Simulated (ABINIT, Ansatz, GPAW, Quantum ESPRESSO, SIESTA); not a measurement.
## One structure in several programs: Mg (P6_3/mmc, 4 atoms in the cell)

Self-consistent single point.

```yaml
crystal:
  lattice:
    - [3.22353, 0.00000, 0.00000]
    - [-1.61176, 2.79166, 0.00000]
    - [0.00000, 0.00000, 10.47055]
  atoms:
    - { symbol: Mg, position: [0.00000, 0.00000, 0.00000] }
    - { symbol: Mg, position: [0.00000, 0.00000, 0.50000] }
    - { symbol: Mg, position: [0.33333, 0.66667, 0.25000] }
    - { symbol: Mg, position: [0.66667, 0.33333, 0.75000] }
```

All programs got the same cell, k-point mesh and kind of occupations (in Ansatz's words: kpoints.mp_grid.grid = 8 8 3; scf.occupations.method = gaussian; scf.occupations.width = 0.1 eV); potentials, basis and cutoffs are each program's usual ones.

```csv
code,model,pressure (GPa),k-points,cutoff
Ansatz,"PBE, PAW files",-0.77,20,420 eV
SIESTA,"GGA PBE, numerical atomic orbitals DZP, PseudoDojo PBE standard norm-conserving potentials (rewritten from UPF to PSML)",0.02,110,grid 300 Ry
ABINIT,"PBE, PAW (JTH v2.0 PBE PAW)",-0.98,20,20 Ha
GPAW,"PBE, GPAW PAW datasets PBE (gpaw-data 1.0.1)",-0.83,20,850 eV
Quantum ESPRESSO,"PBE, GBRV 1.5 ultrasoft (PBE) pseudopotentials",-0.78,20,40 Ry
```

The spread over the programs that give each value: pressure within 1.00 GPa.

The starting cell comes from a database of computed structures (which also holds hypothetical and non-ambient phases and stackings), without a prior relaxation at this level. Its lattice was rescaled by a random factor within 2.5 % of one.

**Question.** Why do the programs differ, and what cannot be compared?

**Answer.** Differences of this kind can come from the potentials, where these differ, and from what each basis and cutoff leave unconverged. The zero of total energies and Fermi levels follows the potentials and each program's conventions, so they are not compared here. SIESTA uses small atom-centred bases, whose incompleteness enters pressures, forces and empty levels differently from a plane-wave cutoff. Ansatz's pressure is given at a fixed set of plane waves, as the other plane-wave codes print theirs. The programs reduce the same mesh by symmetry to different extents, which changes the work and not the result.

Left out of this page: CP2K (unsound by tests on forces, stress, charge or solver warnings); Elk and FLEUR (not drawn, or without a comparable value).

Ansatz is a program for electronic structure.

Keys are those of Ansatz 0.2.
